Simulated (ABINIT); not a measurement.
## Worked example: self-consistent single point of Cu3Pd (Pm-3m, 4 atoms in the cell) in ABINIT

Level of theory: PBEsol, PAW (JTH v2.0 PBE PAW, files made for PBE) (plane waves; ABINIT 10.0.3).

The input file:

```
# Cu3Pd, JTH v2.0 PBE PAW
pp_dirpath "./"
pseudos "Cu.GGA_PBE-JTH.xml, Pd.GGA_PBE-JTH.xml"
acell 3.6858830000 3.6858830000 3.6858830000 Angstrom
rprim
         1.0000000000    0.0000000000    0.0000000000
         0.0000000000    1.0000000000    0.0000000000
         0.0000000000    0.0000000000    1.0000000000
natom 4
ntypat 2
znucl 29 46
typat 1 1 1 2
xcart
         0.0000000000    3.4826546987    3.4826546987
         3.4826546987    0.0000000000    3.4826546987
         3.4826546987    3.4826546987    0.0000000000
         0.0000000000    0.0000000000    0.0000000000
ecut 816 eV
pawecutdg 1633 eV
pawxcdev 0
ixc -116133
occopt 3
tsmear 0.05 eV
nband 48
kptopt 1
ngkpt 9 9 9
nshiftk 1
shiftk 0 0 0
nstep 50
tolvrs 1.0e-10
prtwf 0
prtden 0
prtvol 1
enunit 2
```

Output (repeated stretches shortened):

```
 Symmetries : space group Pm -3 m (#221); Bravais cP (primitive cubic)

 -outvars: echo values of preprocessed input variables --------
            acell      6.9653094279E+00  6.9653094279E+00  6.9653094279E+00 Bohr
             ecut      2.99874495E+01 Hartree
           enunit           2
              ixc     -116133
         kptrlatt        9    0    0      0    9    0      0    0    9
          kptrlen      6.26877849E+01
            natom           4
            nband          48
            ngfft          36      36      36
          ngfftdg          50      50      50
             nkpt          35
            nstep          50
             nsym          48
           ntypat           2
           occopt           3
        pawecutdg      6.00116484E+01 Hartree
         pawxcdev           0
          spgroup         221
           tolvrs      1.00000000E-10
           tsmear      1.83746627E-03 Hartree
            typat      1  1  1  2
           useylm           1
             xred      0.0000000000E+00  5.0000000000E-01  5.0000000000E-01
                       5.0000000000E-01  0.0000000000E+00  5.0000000000E-01
                       5.0000000000E-01  5.0000000000E-01  0.0000000000E+00
                       0.0000000000E+00  0.0000000000E+00  0.0000000000E+00
            znucl       29.00000   46.00000

== DATASET  1 ==================================================================

 Real(R)+Recip(G) space primitive vectors, cartesian coordinates (Bohr,Bohr^-1):
 R(1)=  6.9653094  0.0000000  0.0000000  G(1)=  0.1435686  0.0000000  0.0000000
 R(2)=  0.0000000  6.9653094  0.0000000  G(2)=  0.0000000  0.1435686  0.0000000
 R(3)=  0.0000000  0.0000000  6.9653094  G(3)=  0.0000000  0.0000000  0.1435686
 Unit cell volume ucvol=  3.3792572E+02 bohr^3
 Angles (23,13,12)=  9.00000000E+01  9.00000000E+01  9.00000000E+01 degrees

 Coarse grid specifications (used for wave-functions):

 getcut: wavevector=  0.0000  0.0000  0.0000  ngfft=  36  36  36
         ecut(hartree)=     29.987   => boxcut(ratio)=   2.09666

 Fine grid specifications (used for densities):

 getcut: wavevector=  0.0000  0.0000  0.0000  ngfft=  50  50  50
         ecut(hartree)=     60.012   => boxcut(ratio)=   2.05848

   1.17878244E+04                                ecore*ucvol(ha*bohr**3)

_setup2: Arith. and geom. avg. npw (full set) are    2651.620    2651.608

--- !BeginCycle
solver: {iscf: 17, nstep: 50, nline: 4, wfoptalg: 10, }
tolerances: {tolvrs: 1.00E-10, }
...

     iter   Etot(hartree)      deltaE(h)  residm     nres2
 ETOT  1  -697.41842080483    -6.974E+02 7.704E+01 3.183E+02
 ETOT  2  -730.58561234984    -3.317E+01 5.101E-01 4.457E+03
 ETOT  3  -723.98160710589     6.604E+00 3.078E-01 7.658E+02
 ETOT  4  -722.70847045251     1.273E+00 1.353E-01 1.943E+02
 ETOT  5  -722.40279366674     3.057E-01 1.952E-01 1.974E+01
 ETOT  6  -722.40265755539     1.361E-04 3.155E-02 1.240E+01
   [... 15 lines left out ...]
 ETOT 22  -722.36571744626    -5.126E-10 6.729E-05 3.967E-08
 ETOT 23  -722.36571744627    -1.614E-11 8.174E-05 5.326E-09
 ETOT 24  -722.36571744628    -7.617E-12 3.777E-05 3.600E-10
 ETOT 25  -722.36571744628    -6.821E-13 5.611E-05 1.982E-10
 ETOT 26  -722.36571744629    -3.411E-12 2.252E-05 3.423E-11

 At SCF step   26       nres2   =  3.42E-11 < tolvrs=  1.00E-10 =>converged.

 Cartesian components of stress tensor (hartree/bohr^3)
  sigma(1 1)=  1.49732395E-04  sigma(3 2)=  0.00000000E+00
  sigma(2 2)=  1.49732395E-04  sigma(3 1)=  0.00000000E+00
  sigma(3 3)=  1.49732395E-04  sigma(2 1)=  0.00000000E+00

 ----iterations are completed or convergence reached----

 reduced coordinates (array xred) for    4 atoms
       0.000000000000      0.500000000000      0.500000000000
       0.500000000000      0.000000000000      0.500000000000
       0.500000000000      0.500000000000      0.000000000000
       0.000000000000      0.000000000000      0.000000000000
 cartesian forces (eV/Angstrom) at end:
    1     -0.00000000000000    -0.00000000000000    -0.00000000000000
    2     -0.00000000000000    -0.00000000000000    -0.00000000000000
    3     -0.00000000000000    -0.00000000000000    -0.00000000000000
    4     -0.00000000000000    -0.00000000000000    -0.00000000000000
 frms,max,avg= 0.0000000E+00 0.0000000E+00   0.000E+00  0.000E+00  0.000E+00 e/A
 length scales=  6.965309427859  6.965309427859  6.965309427859 bohr
              =  3.685883000000  3.685883000000  3.685883000000 angstroms
 Fermi (or HOMO) energy (hartree) =   0.30105   Average Vxc (hartree)=  -0.45218
 Eigenvalues (hartree) for nkpt=  35  k points:
 kpt#   1, nband= 48, wtk=  0.00137, kpt=  0.0000  0.0000  0.0000 (reduced coord)
  -3.81037   -3.80998   -3.80998   -2.79238   -2.25072   -2.25072   -2.25072   -2.24857
  -2.24857   -2.24857   -2.24824   -2.24824   -2.24824   -1.53391   -1.53391   -1.53391
  -0.01919    0.11109    0.11109    0.13870    0.13870    0.13870    0.14331    0.20268
   0.20268    0.20268    0.23578    0.23578    0.25360    0.25800    0.25800    0.25800
   0.27060    0.27060    0.28607    0.28607    0.28607    0.37505    0.37505    0.37505
   0.60435    0.60604    0.60604    0.74430    0.74430    0.74430    0.82820    0.82820
      occupation numbers for kpt#   1
   2.00000    2.00000    2.00000    2.00000    2.00000    2.00000    2.00000    2.00000
   2.00000    2.00000    2.00000    2.00000    2.00000    2.00000    2.00000    2.00000
   2.00000    2.00000    2.00000    2.00000    2.00000    2.00000    2.00000    2.00000
   2.00000    2.00000    2.00000    2.00000    2.00000    2.00000    2.00000    2.00000
   2.00000    2.00000    1.99942    1.99942    1.99942    0.00000    0.00000    0.00000
   0.00000    0.00000    0.00000    0.00000    0.00000    0.00000    0.00000    0.00000
 prteigrs : prtvol=0 or 1, do not print more k-points.

 Fermi (or HOMO) energy (eV) =   8.19201   Average Vxc (eV)= -12.30454
 Eigenvalues (   eV  ) for nkpt=  35  k points:
 kpt#   1, nband= 48, wtk=  0.00137, kpt=  0.0000  0.0000  0.0000 (reduced coord)
-103.68557 -103.67490 -103.67490  -75.98441  -61.24517  -61.24517  -61.24517  -61.18663
 -61.18663  -61.18663  -61.17777  -61.17777  -61.17777  -41.73982  -41.73982  -41.73982
  -0.52214    3.02303    3.02303    3.77433    3.77433    3.77433    3.89976    5.51516
   5.51516    5.51516    6.41588    6.41588    6.90084    7.02058    7.02058    7.02058
   7.36329    7.36329    7.78444    7.78444    7.78444   10.20551   10.20551   10.20551
  16.44526   16.49127   16.49127   20.25344   20.25344   20.25344   22.53641   22.53641
 prteigrs : prtvol=0 or 1, do not print more k-points.

--- !EnergyTerms
comment             : Components of total free energy in Hartree
kinetic             :  4.60101320204136E+01
hartree             :  1.40459578211784E+02
xc                  : -1.24084975762646E+01
Ewald energy        : -4.62948088701488E+02
psp_core            :  3.48828863442612E+01
local_psp           : -3.62117033159201E+02
spherical_terms     : -1.06244250242382E+02
internal            : -7.22365273102876E+02
'-kT*entropy'       : -4.47320582741726E-04
total_energy        : -7.22365720423459E+02
total_energy_eV     : -1.96565709057482E+04
...

-Cartesian components of stress tensor (GPa)         [Pressure= -4.4053E+00 GPa]
- sigma(1 1)=  4.40527842E+00  sigma(3 2)=  0.00000000E+00
- sigma(2 2)=  4.40527842E+00  sigma(3 1)=  0.00000000E+00
- sigma(3 3)=  4.40527842E+00  sigma(2 1)=  0.00000000E+00

 Calculation completed.
```

The run converged in 26 iterations.

The starting cell comes from a database of computed structures (which also holds hypothetical and non-ambient phases and stackings), without a prior relaxation at this level. Its lattice was rescaled by a random factor within 2.5 % of one. Spin polarisation is off. The potentials were made for another functional than the one used. With a pressure of about -4 GPa the cell is away from its equilibrium volume at this level.

Cost on one core of a shared machine: roughly 5 min.
